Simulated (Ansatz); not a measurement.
## A constructed model of the (111) surface of fcc Ag, (√3x√3)R30° layer of Ga, one a cell, in the other hollow (bottom of the slab: a bare face, its two planes held)

All values below come from PBE (plane waves to 420 eV, PAW; Ansatz, a first-principles code).

Slab: 19 atoms, 14.2 Å thick at the start; k 9x9x1, smearing 0.1 eV, dipole-corrected; 6 atoms held, the rest relaxed; symmetry of the start imposed; no spin, no spin-orbit, no U. In PBE it is, or lies within 0.01 eV a 1x1 cell of, the lowest of the 2 structures of its composition computed so far; larger cells were not tried.

| Item | Result |
|---|---|
| work function of the top face | 3.95 eV |
| energy released by relaxation | 0.038 eV |
| cost | about 7 core-minutes (a rough figure) |
